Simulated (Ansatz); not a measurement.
**A computed series for AlN: response to strain**

Start from AlN in the wurtzite structure (space group P6_3mc, No. 186; a = 3.0888 Å, c = 4.9433 Å).

Strains are applied to the cell and any free atomic positions relax.

Computed with Kohn–Sham DFT with the LDA functional, run in Ansatz (a program for electronic structure) with PAW and 420 eV plane waves, scalar-relativistic without spin-orbit coupling.

Notes on the quantities. energy relative to the base: free energy F.

| case | band gap | electron mass | gap character | energy relative to the base | volume per atom |
|---|---|---|---|---|---|
| base | 4.42 eV | 0.32 mₑ (at Γ) | direct at Γ | 0 meV/atom | 10.21 Å³ |
| isotropic strain −3.00 % | 4.95 eV | 0.37 mₑ along c, 0.60 mₑ across (at K) | indirect, Γ → K | +59 meV/atom | 9.32 Å³ |
| isotropic strain −2.40 % | 4.94 eV | 0.36 mₑ along c, 0.58 mₑ across (at K) | indirect, Γ → K | +37 meV/atom | 9.49 Å³ |
| isotropic strain −1.80 % | 4.91 eV | 0.34 mₑ (at Γ) | direct at Γ | +21 meV/atom | 9.67 Å³ |
| isotropic strain −1.20 % | 4.74 eV | 0.33 mₑ (at Γ) | direct at Γ | +9.0 meV/atom | 9.85 Å³ |

Masses are band curvatures over ±0.01 Å⁻¹ around the edge. Stability against distortions was not tested.
